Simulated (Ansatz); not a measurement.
Start from TiC in the rock salt structure (space group Fm-3m, No. 225; a = 4.3278 Å; relaxed with 0.1 eV smearing). Axes: x, y, z lie along the cube axes.

Method: Kohn–Sham DFT with the r2SCAN functional, run in Ansatz (a first-principles code) with PAW and 500 eV plane waves, spin-orbit coupling left out.

Before the change:

The band gap is zero.

It is then changed as follows: biaxial strain +3.00 %, plane normal [001], relaxed out of plane (Cartesian); in-plane vectors clamped, the third vector and the atoms free.

Task: Predict the new in-plane stress.

Result: The mean in-plane stress (compression positive) is -15.1 GPa.

Task: Predict the new out-of-plane strain.

Result: The out-of-plane strain is -1.35 %.

Task: What happens to the band gap?

Result: The band gap remains zero.

Task: Estimate the effect on the energy relative to the base.

Result: The energy grows by 31 meV/atom.

Stability against distortions was not tested. All final runs are without spin polarisation.
